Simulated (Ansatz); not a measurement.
SnTe, pressure series

Start from SnTe in the rock salt structure (space group Fm-3m, No. 225).

```xyz
2
Lattice="0.0000 3.2046 3.2046 3.2046 0.0000 3.2046 3.2046 3.2046 0.0000" Properties=species:S:1:pos:R:3 pbc="T T T"
Te     0.0000     0.0000     0.0000
Sn     3.2046     3.2046     3.2046
```

Cell and atoms are relaxed at each pressure.

All numbers come from Ansatz (a first-principles code) PBE, spin-orbit coupling left out.

| pressure (GPa) | volume per atom (Å³/atom) |
|---|---|
| -2 | 34.807 |
| -1 | 33.793 |
| 0 | 32.909 |
| 15 | ? |
| 30 | 23.259 |
| 50 | 20.872 |
| 75 | 18.985 |
| 100 | 17.694 |

Question: Fit the third-order Birch–Murnaghan form P(V) = (3B₀/2)[(V₀/V)^(7/3) − (V₀/V)^(5/3)]·[1 + (3/4)(B₀′ − 4)((V₀/V)^(2/3) − 1)] (squares taken in P) to the rows shown and predict the withheld row.

Answer: Least squares on the printed values gives V₀ = 32.906 Å³/atom, B₀ = 39.3 GPa, B₀′ = 4.5; this predicts 26.183 Å³/atom, and the run gives 26.281 Å³/atom, 0.098 higher.

Measured bulk modulus of SnTe: 37.8 GPa (temperature not stated; as listed in Cormac Toher et al., Physical Review Materials (2017)); the computed value is for a static lattice, so the two differ by thermal effects too.

Load acts through the strain it causes; cell and atoms are relaxed under it. Stability against distortions was not tested. Competing high-pressure phases were not computed. The final runs are not spin-polarised.
